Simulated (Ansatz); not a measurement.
## ZnS (R3m): band-edge transport data

```xyz
2
Lattice="0.0184 2.6913 2.6913 2.6913 0.0184 2.6913 2.6913 2.6913 0.0184" Properties=species:S:1:pos:R:3 pbc="T T T"
Zn     0.0034     0.0034     0.0034
S      1.3469     1.3469     1.3469
```

Calculation: PBEsol with spin-orbit coupling, rigid bands (plane waves, PAW; Ansatz, a first-principles code). Condition of this run: uniaxial stress along [111] of -1 GPa (compression positive) (the target of the relaxation). How the cell was made: cell and atoms relaxed with PBEsol, then loaded as said.

```
Property                                                                                                                                                        Value
---------------------------------------------------------------------------------------------------------------------------------------  ----------------------------
band gap                                                                                                                                                      2.02 eV
electron conductivity mass (300 K, dilute)                                                                                                                   0.178 mₑ
hole conductivity mass (300 K, dilute)                                                                                                                        0.81 mₑ
effective density of states N_c (300 K)                                                                                                                   1.9e18 cm⁻³
effective density of states N_v (300 K)                                                                                                                   3.1e19 cm⁻³
density-of-states mass, electrons                                                                                                                            0.176 mₑ
density-of-states mass, holes                                                                                                                                 1.16 mₑ
Seebeck coefficient, n-type 1e19 cm⁻³, 300 K                                                                                                                -104 μV/K
Seebeck coefficient, p-type 1e19 cm⁻³, 300 K                                                                                                                 368 μV/K
best p-type power factor at 300 K for τ = 10 fs (best axis; densities from 1e16 to 1e21 cm⁻³ tried, whether or not they can be reached)  16.0 μW/(cm·K²) at 3e20 cm⁻³
```

Rigid bands; masses and Seebeck coefficients take one relaxation time τ for all states and one kind of carrier; polarons and phonon drag are left out.
